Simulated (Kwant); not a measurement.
Device: wire with one Gaussian impurity in a InAs two-dimensional gas. Effective mass 0.023 mₑ, grid spacing 12 nm, hard walls, nominal width 300 nm (25 grid rows, so walls 312 nm apart), one parabolic valley, scattering region 900 nm long along x; energies count from the band bottom; Fermi energy swept from 0.00014533 to 0.0030882 eV. Impurity U exp(−r²/2σ²), U = -0.022 eV, σ = 36 nm, 60 nm off the axis.

The device is made up for the run: typed textbook-type constants, with dimensions and the other settings drawn at random.

Computed with Kwant: effective-mass tight-binding model on a square grid, one spin, coherent transport at 0 K. Conductance is in e²/h.

Problem. How many channels do the leads carry at E = 1.26, 1.28, 1.83 meV?

Solution. The hard-wall thresholds are n² ħ²π²/(2mW²) = n² × 0.168 meV with W = 312 nm. √(1.26/0.168) = 2.74, so 2. √(1.28/0.168) = 2.76, so 2. √(1.83/0.168) = 3.30, so 3.
